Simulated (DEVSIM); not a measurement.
Structure: Schottky contact on p-type GaAs, at 350 K.

| layer (left to right) | material | thickness (μm) | Na (cm⁻³) | τn (s) | τp (s) |
|---|---|---|---|---|---|
| 1 | GaAs | 0.400 | 1.4e15 | 4.6e-10 | 4.6e-10 |
| 2 | GaAs | 13.0 | 1.1e18 | 4.6e-10 | 4.6e-10 |

Left contact: Schottky, work function 4.464 eV, emission velocity 9e6 cm/s. Right contact: ohmic. Voltage is applied to the left contact. Recombination: SRH at mid-gap. Mobility is μmin + (μ − μmin)/(1 + (N/Nref)^α).

This is a model device: material constants are rounded textbook-type values typed into the input, and sizes, dopings and lifetimes were drawn at random. Values at 300 K; Nc and Nv go as T^1.5, mobilities as T to minus their exponent, the gap by Varshni's rule with the affinity fixed.

```
parameter             GaAs
----------------  --------
gap (eV)             1.424
affinity (eV)         4.07
permittivity          12.9
Nc (cm⁻³)           4.7e17
Nv (cm⁻³)             9e18
μn (cm²/Vs)           8500
μp (cm²/Vs)            400
μn,min                 500
μp,min                  20
Nref,n                6e16
Nref,p              1.5e17
αn                    0.39
αp                    0.38
T exponent of μn       2.1
T exponent of μp       2.2
Varshni α (eV/K)  0.000541
Varshni β (K)          204
```

Model (solved in DEVSIM): 1D drift-diffusion, Boltzmann statistics, complete ionisation; no tunnelling, impact ionisation, image-force lowering or self-heating. Metal contacts follow the ideal Schottky-Mott rule: no Fermi-level pinning, no interface dipoles.

### Question
Tabulate band edges, carrier densities and field at zero bias.

### Answer
Energies count from the Fermi level of the right contact; mesh points crowd at the junctions.

```json
[
 {"x (μm)": "0.000", "Ec (eV)": "0.394", "Ev (eV)": "-1.007", "n (cm⁻³)": "1.3e12", "p (cm⁻³)": "36000", "field (V/cm)": "25000"},
 {"x (μm)": "0.02299", "Ec (eV)": "0.452", "Ev (eV)": "-0.949", "n (cm⁻³)": "1.8e11", "p (cm⁻³)": "240000", "field (V/cm)": "25000"},
 {"x (μm)": "0.06525", "Ec (eV)": "0.556", "Ev (eV)": "-0.845", "n (cm⁻³)": "5.9e9", "p (cm⁻³)": "7600000", "field (V/cm)": "24000"},
 {"x (μm)": "0.1491", "Ec (eV)": "0.751", "Ev (eV)": "-0.650", "n (cm⁻³)": "9100000", "p (cm⁻³)": "4.9e9", "field (V/cm)": "22000"},
 {"x (μm)": "0.2945", "Ec (eV)": "1.057", "Ev (eV)": "-0.344", "n (cm⁻³)": "360", "p (cm⁻³)": "1.3e14", "field (V/cm)": "20000"},
 {"x (μm)": "0.3551", "Ec (eV)": "1.174", "Ev (eV)": "-0.227", "n (cm⁻³)": "< 1e2", "p (cm⁻³)": "6.1e15", "field (V/cm)": "20000"},
 {"x (μm)": "0.3881", "Ec (eV)": "1.250", "Ev (eV)": "-0.151", "n (cm⁻³)": "< 1e2", "p (cm⁻³)": "7.6e16", "field (V/cm)": "31000"},
 {"x (μm)": "0.4152", "Ec (eV)": "1.329", "Ev (eV)": "-0.072", "n (cm⁻³)": "< 1e2", "p (cm⁻³)": "1.1e18", "field (V/cm)": "2700"},
 {"x (μm)": "0.4543", "Ec (eV)": "1.331", "Ev (eV)": "-0.070", "n (cm⁻³)": "< 1e2", "p (cm⁻³)": "1.1e18", "field (V/cm)": "≈ 0"},
 {"x (μm)": "0.5323", "Ec (eV)": "1.331", "Ev (eV)": "-0.070", "n (cm⁻³)": "< 1e2", "p (cm⁻³)": "1.1e18", "field (V/cm)": "≈ 0"},
 {"x (μm)": "0.7012", "Ec (eV)": "1.331", "Ev (eV)": "-0.070", "n (cm⁻³)": "< 1e2", "p (cm⁻³)": "1.1e18", "field (V/cm)": "≈ 0"},
 {"x (μm)": "1.205", "Ec (eV)": "1.331", "Ev (eV)": "-0.070", "n (cm⁻³)": "< 1e2", "p (cm⁻³)": "1.1e18", "field (V/cm)": "≈ 0"},
 {"x (μm)": "2.031", "Ec (eV)": "1.331", "Ev (eV)": "-0.070", "n (cm⁻³)": "< 1e2", "p (cm⁻³)": "1.1e18", "field (V/cm)": "≈ 0"},
 {"x (μm)": "3.679", "Ec (eV)": "1.331", "Ev (eV)": "-0.070", "n (cm⁻³)": "< 1e2", "p (cm⁻³)": "1.1e18", "field (V/cm)": "≈ 0"},
 {"x (μm)": "8.313", "Ec (eV)": "1.331", "Ev (eV)": "-0.070", "n (cm⁻³)": "< 1e2", "p (cm⁻³)": "1.1e18", "field (V/cm)": "≈ 0"},
 {"x (μm)": "10.86", "Ec (eV)": "1.331", "Ev (eV)": "-0.070", "n (cm⁻³)": "< 1e2", "p (cm⁻³)": "1.1e18", "field (V/cm)": "≈ 0"},
 {"x (μm)": "12.14", "Ec (eV)": "1.331", "Ev (eV)": "-0.070", "n (cm⁻³)": "< 1e2", "p (cm⁻³)": "1.1e18", "field (V/cm)": "≈ 0"},
 {"x (μm)": "12.81", "Ec (eV)": "1.331", "Ev (eV)": "-0.070", "n (cm⁻³)": "< 1e2", "p (cm⁻³)": "1.1e18", "field (V/cm)": "≈ 0"},
 {"x (μm)": "13.18", "Ec (eV)": "1.331", "Ev (eV)": "-0.070", "n (cm⁻³)": "< 1e2", "p (cm⁻³)": "1.1e18", "field (V/cm)": "≈ 0"},
 {"x (μm)": "13.30", "Ec (eV)": "1.331", "Ev (eV)": "-0.070", "n (cm⁻³)": "< 1e2", "p (cm⁻³)": "1.1e18", "field (V/cm)": "≈ 0"},
 {"x (μm)": "13.36", "Ec (eV)": "1.331", "Ev (eV)": "-0.070", "n (cm⁻³)": "< 1e2", "p (cm⁻³)": "1.1e18", "field (V/cm)": "≈ 0"},
 {"x (μm)": "13.40", "Ec (eV)": "1.331", "Ev (eV)": "-0.070", "n (cm⁻³)": "< 1e2", "p (cm⁻³)": "1.1e18", "field (V/cm)": "≈ 0"}
]
```
